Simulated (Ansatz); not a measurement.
**BaCd2P2, carrier doping**

Start from BaCd₂P₂ (space group P-3m1, No. 164; a cell from a computed database, its experimental status unchecked).

```xyz
5
Lattice="4.3682 0.0000 0.0000 -2.1841 3.7830 0.0000 0.0000 0.0000 7.4677" Properties=species:S:1:pos:R:3 pbc="T T T"
Ba     0.0000     0.0000     0.0000
Cd     2.1841     1.2610     2.7530
Cd     0.0000     2.5220     4.7147
P      2.1841     1.2610     5.4871
P      0.0000     2.5220     1.9806
```

Carriers are added at fixed cell with a uniform background; the Fermi–Dirac width is that of 300 K.

Method: Kohn–Sham DFT with the PBEsol functional, run in Ansatz (an electronic-structure program) with PAW and 420 eV plane waves, without spin-orbit coupling.

Candidates:
(a) holes 3.0×10^21 cm⁻³
(b) electrons 5.0×10^21 cm⁻³
(c) electrons 3.0×10^21 cm⁻³

Base values:

| Property | Value |
|---|---|
| Gap between the host's bands | 0.77 eV |

Question: Order them by gap between the host's bands, highest first.

Answer: (a) holes 3.0×10^21 cm⁻³ (0.81 eV), (c) electrons 3.0×10^21 cm⁻³ (0.72 eV), (b) electrons 5.0×10^21 cm⁻³ (0.68 eV)

Carriers are added with a uniform compensating background; total energy and stress of such cells depend on the potential's zero and are not compared; many-body gap narrowing is missing at this level. Stability against distortions was not tested.
